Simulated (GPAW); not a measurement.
# A short convergence ladder for YGe (Cmcm, 4 atoms in the cell)

```
CELL_PARAMETERS angstrom
      2.14770    -5.37829     0.00000
      2.14770     5.37829     0.00000
      0.00000     0.00000     3.96646
ATOMIC_POSITIONS crystal
  Y  0.13861 0.86139 0.25000
  Y  0.86139 0.13861 0.75000
  Ge 0.41562 0.58438 0.25000
  Ge 0.58438 0.41562 0.75000
```

Base method: LDA (Perdew-Wang 92), GPAW PAW datasets LDA (gpaw-data 1.0.1) (plane waves; GPAW).

Base settings: mode = pw; ecut = 600 eV; xc = LDA; kpts = 4 4 4; mesh shift (steps) = 0 0 0; occupations.name = fermi-dirac; occupations.width = 0.1 eV; nbands = -8; convergence.density = 1e-05 e/electron; symmetry.symmorphic = false.

Core times come from one kind of shared machine, to one figure; runs under 30 s give none.

**The force threshold of a relaxation**

On YGe (Cm, 4 atoms in the cell): one atom moved by 0.15 angstrom.

In this ladder: optimizer = BFGS.

The mesh stays at the base's, so the ladder's end is converged at best in this setting alone.

Only quantities that move along the ladder and can be compared are tabulated.

```tsv
fmax	free energy less the last step's (meV/atom)	largest force left (eV/Å)	relaxation steps	core time / last (rough)
0.2 eV/Å	0.77	0.1280	2	0.3
0.1 eV/Å	0.04	0.0357	4	0.4
0.05 eV/Å	0.04	0.0357	4	0.4
0.03 eV/Å	0.02	0.0253	5	0.3
0.02 eV/Å	0.01	0.0132	7	0.5
0.01 eV/Å	0.00	0.0058	8	0.7
0.005 eV/Å	0.00	0.0041	9	1.0
0.002 eV/Å	0.00	0.0018	16	1
0.001 eV/Å	0.00	0.0008	28	1
```

Coarsest fmax that holds the free energy within 0.05 meV/atom of the last step, with all finer ones: 0.1 eV/Å, at about 0.4 of the last step's time; the step before is off by 0.77 meV/atom.

Coarsest fmax that holds the largest force left within 0.02 eV/Å of the last step, with all finer ones: 0.02 eV/Å; the step before is off by 0.025 eV/Å.

On the base run: the starting cell comes from a database of computed structures (which also holds hypothetical and non-ambient phases and stackings), without a prior relaxation at this level. Its lattice was rescaled by up to half a per cent. In the base run, with a pressure of about -5 GPa the cell is away from its equilibrium volume at this level. Without a gap this mesh is coarse (it stands for a supercell whose shortest vector is 16 Å).
